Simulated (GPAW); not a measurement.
**A self-consistent single point of WSe2 (P6_3/mmc, 6 atoms in the cell) with GPAW**

Computed with PBE, GPAW PAW datasets PBE (gpaw-data 1.0.1) (plane waves; GPAW).

Input as run:

```python
from ase import Atoms
from ase.units import GPa
from gpaw import GPAW

atoms = Atoms(['W', 'W', 'Se', 'Se', 'Se', 'Se'],
              cell=[[3.322586, 0.000000, 0.000000],
                    [-1.661293, 2.877444, 0.000000],
                    [0.000000, 0.000000, 13.748180]],
              scaled_positions=[[0.666667, 0.333333, 0.750000],
                                [0.333333, 0.666667, 0.250000],
                                [0.333333, 0.666667, 0.871000],
                                [0.666667, 0.333333, 0.129000],
                                [0.666667, 0.333333, 0.371000],
                                [0.333333, 0.666667, 0.629000]],
              pbc=True)

calc = GPAW(mode={'name': 'pw', 'ecut': 550},
            xc='PBE',
            kpts={'size': (6, 6, 2), 'gamma': True},
            occupations={'name': 'fixed-uniform'},
            nbands=-8,
            convergence={'forces': 0.001, 'bands': -6},
            symmetry={'symmorphic': False, 'tolerance': 0.0005},
            maxiter=120,
            txt='-')

atoms.calc = calc

energy = atoms.get_potential_energy()
print('Energy (eV):', round(energy, 6))
forces = atoms.get_forces()
print('Forces (eV/Ang):')
print(forces.round(5))
stress = atoms.get_stress()
print('Stress (GPa, Voigt):', (stress / GPa).round(4))
```

The program printed (abridged):

```
Input parameters:
  convergence: {bands: -6,
                forces: 0.001}
  kpts: {gamma: True,
         size: (6, 6, 2)}
  maxiter: 120
  mode: {ecut: 550,
         name: pw}
  nbands: -8
  occupations: {name: fixed-uniform}
  symmetry: {symmorphic: False,
             tolerance: 0.0005}
  xc: PBE

species:
  W:
    name: Tungsten
    Z: 74.0
    valence: 14
    core: 60
    charge: 0.0
    file: W.PBE.gz

    # Using partial waves for W as LCAO basis

  Se:
    name: Selenium
    Z: 34.0
    valence: 6
    core: 28
    charge: 0.0
    file: Se.PBE.gz

    # Using partial waves for Se as LCAO basis

Reference energy: -1141957.471832  # eV

Spin-paired calculation

Convergence criteria:
 Maximum [total energy] change in last 3 cyles: 0.0005 eV / valence electron
 Maximum integral of absolute [dens]ity change: 0.0001 electrons / valence electron
 Maximum integral of absolute [eigenst]ate change: 4e-08 eV^2 / valence electron
 Maximum change in the atomic [forces] across last 2 cycles: 0.001 eV/Ang OR
Maximum error relative to the maximum force is below inf
 Maximum number of scf [iter]ations: 120

Symmetries present (total): 24
Symmetries with fractional translations: 12
72 k-points: 6 x 6 x 2 Monkhorst-Pack grid + [1/12,1/12,1/4]
14 k-points in the irreducible part of the Brillouin zone
       k-points in crystal coordinates                weights
   0:     0.00000000    0.00000000    0.00000000          1/72
   1:     0.00000000    0.00000000    0.50000000          1/72
   2:     0.16666667    0.00000000    0.00000000          6/72
   [... 7 lines left out ...]
          ...
  13:     0.50000000    0.50000000    0.50000000          3/72

Wave functions: Plane wave expansion
  Cutoff energy: 550.000 eV
  Number of coefficients (min, max): 3768, 3874
  Pulay-stress correction: 0.000000 eV/Ang^3 (de/decut=0.000000)

Occupation numbers: # Uniform distribution of occupation numbers

Eigensolver

Densities:
  Coarse grid: 18*18*80 grid
  Fine grid: 36*36*160 grid
  Total Charge: 0.000000

Density mixing:
  Method: separate
  Backend: pulay
  Linear mixing parameter: 0.05
  old densities: 5
  Damping of long wavelength oscillations: 50

Hamiltonian:
  XC and Coulomb potentials evaluated on a 36*36*160 grid
  External potential:
    NoExternalPotential

XC parameters: PBE with 2 nearest neighbor stencil

Number of atoms: 6
Number of atomic orbitals: 42
Number of bands in calculation: 34
Number of valence electrons: 52
Bands to converge: 28

Density initialized from atomic densities
  34 bands from LCAO basis set

Atomic positions and initial magnetic moments

Positions:
   0 W      1.661295    0.959147   10.311135    ( 0.0000,  0.0000,  0.0000)
   1 W     -0.000002    1.918297    3.437045    ( 0.0000,  0.0000,  0.0000)
   2 Se    -0.000002    1.918297   11.974665    ( 0.0000,  0.0000,  0.0000)
   3 Se     1.661295    0.959147    1.773515    ( 0.0000,  0.0000,  0.0000)
   4 Se     1.661295    0.959147    5.100575    ( 0.0000,  0.0000,  0.0000)
   5 Se    -0.000002    1.918297    8.647605    ( 0.0000,  0.0000,  0.0000)

Unit cell:
           periodic     x           y           z      points  spacing
  1. axis:    yes    3.322586    0.000000    0.000000    18     0.1599
  2. axis:    yes   -1.661293    2.877444    0.000000    18     0.1599
  3. axis:    yes    0.000000    0.000000   13.748180    80     0.1719

  Lengths:   3.322586   3.322586  13.748180
  Angles:   90.000000  90.000000 119.999999

Effective grid spacing dv^(1/3) = 0.1718

     iter     time        total  log10-change:
                         energy   eigst   dens  force
iter:   1 --:--:--   -40.826284   +0.09
iter:   2 --:--:--   -40.810868   -1.13  -1.25
iter:   3 --:--:--   -40.486440   -1.34  -1.26
iter:   4 --:--:--   -40.614480   -2.03  -1.72
iter:   5 --:--:--   -40.526879   -1.68  -1.77
iter:   6 --:--:--   -40.471828   -2.66  -1.90
iter:   7 --:--:--   -40.469954   -3.44  -2.57
iter:   8 --:--:--   -40.468708c  -4.22  -2.66
iter:   9 --:--:--   -40.468959c  -4.37  -2.82
iter:  10 --:--:--   -40.468503c  -4.26  -2.97
iter:  11 --:--:--   -40.468495c  -5.26  -3.65
iter:  12 --:--:--   -40.468497c  -5.69  -3.75
iter:  13 --:--:--   -40.468481c  -6.20  -3.67
iter:  14 --:--:--   -40.468481c  -7.21  -4.35c
iter:  15 --:--:--   -40.468482c  -7.24  -4.37c
iter:  16 --:--:--   -40.468481c  -7.74c -4.36c
iter:  17 --:--:--   -40.468481c  -7.54c -4.68c -2.12
iter:  18 --:--:--   -40.468481c  -8.21c -4.73c -2.63
iter:  19 --:--:--   -40.468481c  -9.57c -5.50c -4.02c

Converged after 19 iterations.

Dipole moment: (-0.000000, -0.000000, 0.000000) |e|*Ang

Energy contributions relative to reference atoms: (reference = -1141957.471832)

Kinetic:        +40.658490
Potential:      -42.681534
External:        +0.000000
XC:             -38.331102
Entropy (-ST):   +0.000000
Local:           -0.114335
SIC:             +0.000000
--------------------------
Free energy:    -40.468481
Extrapolated:   -40.468481

Showing only first 2 kpts
 Kpt  Band  Eigenvalues  Occupancy
  0    24      6.76707    2.00000
  0    25      7.57709    2.00000
  0    26     10.27006    0.00000
  0    27     10.27011    0.00000

  1    24      7.35206    2.00000
  1    25      7.35206    2.00000
  1    26     10.27726    0.00000
  1    27     10.27726    0.00000

Fermi level: 8.18668

Gap: 1.219 eV
Transition (v -> c):
  (s=0, k=0, n=25, [0.00, 0.00, 0.00]) -> (s=0, k=4, n=26, [0.33, -0.17, 0.00])
Direct/indirect transitions are different
Direct gap: 1.452 eV
Transition at: (s=0, k=8, n=25, [0.33, 0.33, 0.00])
Energy (eV): -40.468481

Forces in eV/Ang:
  0 W    -0.00000   -0.00000    0.00000
  1 W     0.00000    0.00000    0.00000
  2 Se    0.00000   -0.00000    0.22672
  3 Se    0.00000    0.00000   -0.22672
  4 Se    0.00000    0.00000    0.22672
  5 Se    0.00000   -0.00000   -0.22672

Stress tensor:
    -0.004151     0.000000     0.000000
     0.000000    -0.004151    -0.000000
     0.000000    -0.000000    -0.015478
Stress (GPa, Voigt): [-0.665  -0.665  -2.4799 -0.      0.      0.    ]
```

The run converged in 19 iterations. GPAW prints stress with tension positive.

The starting cell comes from a database of computed structures (which also holds hypothetical and non-ambient phases and stackings), without a prior relaxation at this level. Its lattice was rescaled by a random factor within 2.5 % of one. Spin-orbit coupling is off.
